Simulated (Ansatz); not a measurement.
Start from SiO₂ (space group P4_12_12, No. 92; a = 4.980 Å, c = 6.918 Å). Axes: x, y, z lie along a, b, c of the conventional cell.

Computed with r2SCAN (Ansatz, a first-principles code, PAW, no spin-orbit coupling).

Base values:

The band gap is 6.35 eV. The gap character comes out as direct at Γ and the valence-band top at Γ is 0.00, -0.31, -0.31 eV.

Now apply this change: tensor shear ε_xz = +1.97 % (engineering shear γ = 0.0394); the atoms relax in the strained cell.

Question: What does the calculation give for the band gap after the change?

Answer: The band gap falls by 0.05 eV to 6.30 eV.

Question: What happens to the stress?

Answer: The stress (xx, yy, zz, yz, xz, xy; compression positive) comes out as (-0.07, 0.00, -0.09, 0.00, -2.91, 0.00) GPa.

Question: How does this affect the largest internal atomic displacement?

Answer: The largest internal atomic displacement amounts to 0.051 Å.

Question: How does this affect the gap character?

Answer: The gap character stays direct at Γ.

Question: How does this affect the valence-band top at Γ?

Answer: The valence-band top at Γ (three highest levels, from the VBM) becomes 0.00, -0.31, -0.33 eV (base: 0.00, -0.31, -0.31 eV).

Gaps are Kohn–Sham eigenvalue differences; semilocal functionals usually give less than the measured gap. Whether these cells are dynamically stable was not tested. k-point labels follow each cell's own Brillouin zone.
